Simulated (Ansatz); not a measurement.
A self-consistent single point of Mg (R3m, 3 atoms in the cell) with Ansatz (a first-principles code).

Method of the run: PBEsol, default PAW files made with PBE (plane waves; Ansatz).

```yaml
crystal:
  lattice:
    - [1.58792, 0.91678, 7.67678]
    - [-1.58792, 0.91678, 7.67678]
    - [0.00000, -1.83357, 7.67678]
  atoms:
    - { symbol: Mg, position: [0.00217, 0.00217, 0.00217] }
    - { symbol: Mg, position: [0.22193, 0.22193, 0.22193] }
    - { symbol: Mg, position: [0.77807, 0.77807, 0.77807] }
```

Reference input (self-consistent single point, DFT, PBEsol, plane waves, default PAW files made with PBE): basis.ecutwfc = 420 eV; kpoints.mp_grid.grid = 12 12 12; hamiltonian.xc = pbesol; hamiltonian.pseudopotentials = {kind: paw} (the program's default PAW files); scf.occupations.method = gaussian; scf.occupations.width = 0.1 eV. This run's input differs from it in these lines:

Ansatz 0.2 input:
```diff
@@ -12,3 +12,3 @@
 kpoints:
-  mp_grid: { grid: [12, 12, 12] }
+  mp_grid: { grid: [20, 20, 20] }
 hamiltonian:
@@ -17,3 +17,3 @@
 scf:
-  occupations: { method: gaussian, width: 0.1 eV }
+  occupations: { method: methfessel_paxton, width: 0.1 eV }
 output:
```

The program printed (abridged):

```
SCF iter   1: F=—  HF=-5736.140245 eV  |F-HF|=—  |Δ(HF+E_count)|=         —  Δρ=2.10e-3  dr2=3.30e-3  ethr=1.77e-3  ⟨swp⟩=5.0  Hψ=63215  notcnv=0
all-band conjugate gradients solve this SCF's bands
preconditioner: auto → Kerker (q_TF=auto, 2.386 Å⁻¹)
SCF iter   2: F=—  HF=-5736.137922 eV  |F-HF|=—  |Δ(HF+E_count)|=   2.32e-3  S|Δr|=    0.00e0  Δρ=9.76e-4  dr2=1.32e-3  ethr=1.10e-5  ⟨swp⟩=2.7  Hψ=31712  notcnv=0
SCF iter   3: F=—  HF=-5736.137648 eV  |F-HF|=—  |Δ(HF+E_count)|=   2.74e-4  S|Δr|=    0.00e0  Δρ=2.57e-4  dr2=2.09e-4  ethr=4.41e-6  ⟨swp⟩=2.4  Hψ=26393  notcnv=0
SCF iter   4: F=—  HF=-5736.137616 eV  |F-HF|=—  |Δ(HF+E_count)|=   3.16e-5  S|Δr|=    0.00e0  Δρ=9.14e-5  dr2=1.72e-6  ethr=6.98e-7  ⟨swp⟩=1.6  Hψ=15615  notcnv=0
SCF iter   5: F=—  HF=-5736.137607 eV  |F-HF|=—  |Δ(HF+E_count)|=   9.45e-6  S|Δr|=    0.00e0  Δρ=2.07e-5  dr2=2.91e-7  ethr=5.73e-9  ⟨swp⟩=2.0  Hψ=26588  notcnv=0
SCF iter   6: F=-5736.137607 eV  HF=-5736.137607 eV  |F-HF|=1.24e-8  |Δ(HF+E_count)|=   4.34e-8  S|Δr|=    0.00e0  Δρ=5.33e-6  dr2=1.58e-8  ethr=3.33e-10  ⟨swp⟩=5.5  Hψ=56878  notcnv=0
SCF 1 converged in 6 iterations: F = -5736.137607 eV  dr2 = 1.58e-8
Stability not checked (fill_not_monotonic)
Free energy (F): -5736.137607 eV
Internal energy: -5736.137096 eV  (E = F + TS)
E sigma→0 (E₀):  -5736.137479 eV
Entropy (-TS):   -0.000510 eV (-0.170 meV/atom)
Fermi energy:    5.846065 eV
--- Forces (eV/Å), atoms counted from 1 ---
  atom   1  Mg     0.00000000     0.00000000    -0.15038491
  atom   2  Mg     0.00000000    -0.00000000     0.08179908
  atom   3  Mg     0.00000000    -0.00000000     0.06858378
--- Stress (GPa, compression-positive) ---
        0.083984       0.000000       0.000000
        0.000000       0.083984      -0.000000
        0.000000      -0.000000       0.948097
  P = ⅓ Tr σ = 0.3720 GPa (3.720 kbar)
  The stress holds the Pulay correction. Without it, at fixed plane waves, as pw.x and ABINIT print it: P = 0.3697 GPa
```

The run converged in 6 iterations. Against the reference run the free energy stays essentially unchanged (within 1 meV/atom), the pressure stays near 0.37 GPa while the zz stress (positive for compression) goes from 0.37 to 0.95 GPa and the largest force goes from 0.145 to 0.150 eV/Å.

The starting cell comes from a database of computed structures (which also holds hypothetical and non-ambient phases and stackings), without a prior relaxation at this level. Its lattice was rescaled by up to half a per cent. One atom was moved a little off its site on purpose. Ansatz's pressure includes its estimate of the finite-basis (Pulay) stress.

Cost on one core of a shared machine: roughly 60 s.
